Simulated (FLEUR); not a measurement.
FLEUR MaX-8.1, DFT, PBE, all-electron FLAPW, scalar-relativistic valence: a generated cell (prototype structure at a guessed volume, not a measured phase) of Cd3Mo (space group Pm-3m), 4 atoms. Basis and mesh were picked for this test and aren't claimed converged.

```json
{
 "cell": "4.24, 4.24, 4.24 Å; 90, 90, 90°",
 "task": "ground state",
 "k mesh": "7×7×7",
 "jspins": "1",
 "itmax": "100",
 "minDistance": "0.0001 me/bohr^3",
 "fermiSmearingEnergy": "0.004 Hartree",
 "k-points after symmetry": "20",
 "basis_functions": "437",
 "bands": "52",
 "symmetry_operations": "48",
 "Kmax (1/bohr)": "3.6"
}
```

Settings of this run: imix = pPulay, alpha = 0.05, maxIterBroyd = 15, precondParam = 0; 4 ranks.

```
iteration  distance (me/bohr^3)
---------  --------------------
1                    8.84870433
2                    7.91114910
3                    7.11920036
4                    6.44840688
5                    5.87808171
6                    5.39074952
7                    4.97158682
8                    4.60862989
9                    4.29160262
10                   4.01219493
11                   3.76364667
12                   3.54050025
13                   3.33837905
14                   3.15379099
…                             …
22                   0.01682721
23                   0.01586462
24                   0.01499914
25                   0.01419094
26                   0.01342632
27                   0.01270075
28                   0.01201335
29                   0.01136393
…                             …
36                   0.00019694
37                   0.00015983
38                   0.00013913
39                   0.00012581
40                   0.00011663
41                   0.00010920
42                   0.00010275
43                   0.00009658
```

It converged after 43 iterations.

The cycle is slow. Which setting should be changed?

Several could match; the one computed here: imix = Anderson (default) (15 iterations) or imix = Pulay (15 iterations) or imix = rPulay (15 iterations), all else kept. The other changes of this size gave: imix = aPulay (30). With more settings changed, the fewest of all runs of this system: imix = Anderson (default), alpha = 0.5 (11). The first change moves the result by: energy 0.0047 meV/atom. Counts are of single runs.
